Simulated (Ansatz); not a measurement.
Consider PtTe2 (space group P-3m1, No. 164; a = 4.053 Å, c = 5.097 Å; layered; relaxed with 0.1 eV smearing). Axes: x lies along a and z along c of the hexagonal cell.

Computed with PBE-D3(BJ) (Ansatz, a quantum-chemistry and plane-wave program; PAW; 420 eV plane waves; scalar-relativistic without spin-orbit coupling).

Before the change:

| Quantity | Result |
|---|---|
| Pressure | 0.0 GPa |

It is then changed as follows: biaxial strain −3.53 %, plane normal [001], relaxed out of plane (Cartesian); in-plane vectors clamped, the third vector and the atoms free.

**Question.** Estimate the effect on the pressure.

**Answer.** The pressure (mean of the normal stresses, compression positive) goes from zero to 4.0 GPa.

**Question.** Estimate the effect on the out-of-plane strain.

**Answer.** The out-of-plane strain comes out as +4.45 %.

Whether these cells are dynamically stable was not tested. All final runs are without spin polarisation.
